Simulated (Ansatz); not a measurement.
**Effect of isotropic strain +2.50 % on Mg**

Take Mg in the hcp (Mg type) structure (space group P6_3/mmc, No. 194; a = 3.175 Å, c = 5.163 Å; relaxed with 0.1 eV smearing) as the base.

Modification: the cell is scaled by 1.0250 in all directions, atoms relaxed at fixed cell.

All numbers come from PBEsol (Ansatz, an electronic-structure program; PAW; 420 eV plane waves; no spin-orbit coupling). k-mesh 21×21×11 (Γ-centred); smearing 0.1 eV (Fermi–Dirac).

The volume per atom grows by 1.73 Å³ to 24.27 Å³ and the space group stays P6_3/mmc (No. 194). The shortest interatomic distance increases by 0.079 Å to 3.245 Å and the energy increases by 14 meV/atom. The pressure (mean of the normal stresses, compression positive) goes from zero to -2.4 GPa and the band gap remains zero.

Whether these cells are dynamically stable was not tested.
